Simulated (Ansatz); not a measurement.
Start from Ta in the bcc (W type) structure (space group Im-3m, No. 229; a = 3.2541 Å; relaxed with 0.1 eV smearing).

The values are results of LDA, PAW, 420 eV (Ansatz, a quantum-chemistry and plane-wave program; no spin-orbit coupling), not measurements.

Base values:

| Item | Value |
|---|---|
| Pressure | 0.0 GPa |

One thing is altered: every lattice vector is stretched by 2.50 %, atoms relaxed at fixed cell.

Q: How does this affect the pressure?

A: The pressure goes from zero to -14.0 GPa.

Q: How does this affect the energy relative to the base?

A: The energy rises by 61 meV/atom.

The cells carry an imposed strain or load. Whether these cells are dynamically stable was not tested. All final runs are without spin polarisation.
